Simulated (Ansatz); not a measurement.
# Ansatz run on HfSiSe (P4/nmm, 6 atoms in the cell): self-consistent single point

Method of the run: r2SCAN, default PAW files made with PBE (plane waves; Ansatz, an electronic-structure program).

Input:

Ansatz 0.2 input:
```yaml
# HfSiSe
crystal:
  lattice:
    - [3.718209, 0.000000, 0.000000]
    - [0.000000, 3.718209, 0.000000]
    - [0.000000, 0.000000, 8.522176]
  atoms:
    - { symbol: Hf, position: [0.000000, 0.500000, 0.259000] }
    - { symbol: Hf, position: [0.500000, 0.000000, 0.741000] }
    - { symbol: Si, position: [0.000000, 0.000000, 0.000000] }
    - { symbol: Si, position: [0.500000, 0.500000, 0.000000] }
    - { symbol: Se, position: [0.000000, 0.500000, 0.615000] }
    - { symbol: Se, position: [0.500000, 0.000000, 0.385000] }
kpoints:
  mp_grid:
    grid: [7, 7, 3]
hamiltonian:
  xc: r2scan
  pseudopotentials:
    kind: paw
scf:
  occupations:
    method: cold
    width: 0.272
output:
  forces: true
  eigenvalues: true
  stress: true
```

Output, abridged:

```
WARN basis.ecutwfc = 500 eV, the default
WARN ansatz: RAYON_NUM_THREADS=1 ignored (pool sized by the plan → 1); use --threads N
Pseudopotentials: kind: paw
Pseudopotential: Hf, paw, valence charge 26
Pseudopotential: Si, paw, valence charge 4
Pseudopotential: Se, paw, valence charge 16
Crystal: 6 atoms, lattice volume = 117.820 Å³
Basis set: ecut = 500 eV, 3007 PW (Γ), exchange–correlation on 120×120×256 points (64 copies of the dense FFT grid, shifted against one another)
Bands: 56, of which v1, the nominal top of the filled ones, is band 46 counted from 1 (45 counted from 0)
Symmetry: 16 space group operations
Space group: P4/nmm (ITA 129), of the structure as read, at distance tolerance 4.9e-5 Å
k-points: 20 of 147
PAW frozen core: Hf, regenerated for the run's functional
PAW frozen core: Si, regenerated for the run's functional
PAW frozen core: Se, regenerated for the run's functional
Initial density: superposition of atomic densities (neutral atoms: chi_scale 0, normalization atom), corrected by the library's trained network
Initial wavefunctions: pseudopotential atomic-orbital guess
Eigensolver: davidson
Functional: x = r2scan, c = r2scan; τ floored in thin density (d = 2e-4 eV/Å³)
SCF iter   1: F=—  HF=-43706.622833 eV  |F-HF|=—  |Δ(HF+E_count)|=         —  Δρ=6.87e-3  dr2=7.11e-2  dr2_τ=8.55e-2  ethr=1.77e-3  ⟨swp⟩=5.1  Hψ=3656  notcnv=0
all-band conjugate gradients solve this SCF's bands
preconditioner: auto → Kerker (q_TF=auto, 2.618 Å⁻¹)
SCF iter   2: F=—  HF=-43706.694274 eV  |F-HF|=—  |Δ(HF+E_count)|=   7.14e-2  S|Δr|=    0.00e0  Δρ=4.16e-3  dr2=2.69e-2  dr2_τ=1.86e-3  ethr=7.73e-5  ⟨swp⟩=2.0  Hψ=2223  notcnv=0
SCF iter   3: F=—  HF=-43706.693062 eV  |F-HF|=—  |Δ(HF+E_count)|=   1.21e-3  S|Δr|=    0.00e0  Δρ=2.89e-3  dr2=1.26e-2  dr2_τ=2.99e-4  ethr=2.92e-5  ⟨swp⟩=2.0  Hψ=1438  notcnv=0
SCF iter   4: F=—  HF=-43706.694286 eV  |F-HF|=—  |Δ(HF+E_count)|=   1.22e-3  S|Δr|=    0.00e0  Δρ=1.22e-3  dr2=3.06e-3  dr2_τ=6.92e-5  ethr=1.37e-5  ⟨swp⟩=2.2  Hψ=1901  notcnv=0
SCF iter   5: F=—  HF=-43706.694039 eV  |F-HF|=—  |Δ(HF+E_count)|=   2.47e-4  S|Δr|=    0.00e0  Δρ=2.97e-4  dr2=2.37e-4  dr2_τ=7.15e-6  ethr=3.32e-6  ⟨swp⟩=2.0  Hψ=1940  notcnv=0
SCF iter   6: F=—  HF=-43706.694044 eV  |F-HF|=—  |Δ(HF+E_count)|=   5.50e-6  S|Δr|=    0.00e0  Δρ=1.13e-4  dr2=6.08e-5  dr2_τ=9.11e-7  ethr=2.58e-7  ⟨swp⟩=2.0  Hψ=1149  notcnv=0
SCF iter   7: F=—  HF=-43706.694053 eV  |F-HF|=—  |Δ(HF+E_count)|=   8.26e-6  S|Δr|=    0.00e0  Δρ=3.98e-5  dr2=9.54e-6  dr2_τ=3.48e-8  ethr=6.61e-8  ⟨swp⟩=2.0  Hψ=1236  notcnv=0
SCF iter   8: F=—  HF=-43706.694052 eV  |F-HF|=—  |Δ(HF+E_count)|=   3.27e-7  S|Δr|=    0.00e0  Δρ=1.03e-5  dr2=5.93e-7  dr2_τ=8.56e-9  ethr=1.04e-8  ⟨swp⟩=2.0  Hψ=1340  notcnv=0
SCF iter   9: F=-43706.694052 eV  HF=-43706.694052 eV  |F-HF|=3.83e-8  |Δ(HF+E_count)|=   1.83e-8  S|Δr|=    0.00e0  Δρ=4.35e-6  dr2=5.60e-8  dr2_τ=2.40e-9  ethr=1.09e-10  ⟨swp⟩=7.3  Hψ=5040  notcnv=0
SCF 1 converged in 9 iterations: F = -43706.694052 eV  dr2 = 5.60e-8
SCF converged after 9 iterations
Stability not checked (fill_not_monotonic)
Free energy (F): -43706.694052 eV
Harris-Foulkes:  -43706.694052 eV  (|F-HF|=3.83e-8)
Internal energy: -43706.694689 eV  (E = F + TS)
E sigma→0 (E₀):  -43706.694265 eV
Entropy (-TS):   0.000637 eV (0.106 meV/atom)
Fermi energy:    14.386495 eV
Step filling:    the computed levels leave a gap of 0.0020 eV = 0.0 smearing widths
--- Per-component energies (eV) ---
  E_band       = -860.077400
  E_kinetic    = 1157.129761
  E_local      = -18188.467631  (includes V_loc(G=0)·N_el)
  E_nonlocal   = -3642.257966
  E_hartree    = 8700.983636
  E_xc         = -864.672679
  E_vxc        = -894.576988  (∫ρ·V_xc dr)
  E_paw        = -18787.505732  (= ΣΔE_a)
  E_vpaw       = 3263.790756  (= ΣTr[D̂ρ^β])
  E_aug_tail   = -0.000410  (compensation charges beyond the density's cutoff)
  E_vtau       = 42.358568  (kinetic-family band-sum trace: ∫τ·v_τ [+ j·A + Jᵃ·Aᵃ] dr)
  E_ewald      = -12078.864305
  E_core_change = -3.039363  (= ΣΔE_core)
  E_smearing   = 0.000637  (= −TS)
  E_closure    = -0.000000  (closes the sum)
  Σ components = -43706.694052   (vs F -43706.694052, Δ=0.00e0)
--- Forces (eV/Å), atoms counted from 1 ---
  atom   1  Hf     0.00000000     0.00000000    -0.55734478
  atom   2  Hf     0.00000000     0.00000000     0.55734478
  atom   3  Si     0.00000000     0.00000000     0.00000000
  atom   4  Si     0.00000000     0.00000000     0.00000000
  atom   5  Se     0.00000000     0.00000000     0.66420767
  atom   6  Se     0.00000000     0.00000000    -0.66420767
  max |Σ_I F_I| component: 1.11e-16 eV/Å
--- Stress (GPa, compression-positive) ---
       -9.126987       0.000000       0.000000
        0.000000      -9.126987       0.000000
        0.000000       0.000000     -10.825946
  P = ⅓ Tr σ = -9.6933 GPa (-96.933 kbar)
  The stress holds the Pulay correction. Without it, at fixed plane waves, as pw.x and ABINIT print it: P = -9.7041 GPa
--- Band table (eV; the first three rows and the last of 20) ---
  k-point 0: bands = ["-50.5910", "-50.5909", "-34.9158", "-34.9132", "-34.9088", "-34.9074", "-34.8999", "-34.8999", "-34.8971", "-34.8971", "-34.8961", "-34.8944", "-18.5464", "-18.5371", "-18.5371", "-18.5357", "-18.5357", "-18.5322", "-1.3937", [...]
  k-point 1: bands = ["-50.5910", "-50.5910", "-34.9158", "-34.9132", "-34.9088", "-34.9074", "-34.8999", "-34.8999", "-34.8971", "-34.8971", "-34.8961", "-34.8944", "-18.5432", "-18.5368", "-18.5368", "-18.5359", "-18.5359", "-18.5354", "-1.3676", [...]
  k-point 2: bands = ["-50.5906", "-50.5905", "-34.9157", "-34.9134", "-34.9086", "-34.9074", "-34.8998", "-34.8997", "-34.8973", "-34.8972", "-34.8960", "-34.8944", "-18.5553", "-18.5543", "-18.5432", "-18.5351", "-18.5338", "-18.5307", "-1.2360", [...]
  k-point 19: bands = ["-50.5867", "-50.5867", "-34.9149", "-34.9148", "-34.9067", "-34.9067", "-34.9005", "-34.9003", "-34.8971", "-34.8970", "-34.8948", "-34.8947", "-18.6136", "-18.6129", "-18.6122", "-18.6115", "-18.5179", "-18.5175", "0.1354", [...]
```

The run converged in 9 iterations.

The starting cell comes from a database of published, mostly measured structures (it also holds non-ambient and calculated ones), without a prior relaxation at this level. Its lattice was rescaled by a random factor within 2.5 % of one. Spin-orbit coupling is off. With a pressure of about -10 GPa the cell is away from its equilibrium volume at this level. Ansatz's pressure includes its estimate of the finite-basis (Pulay) stress.
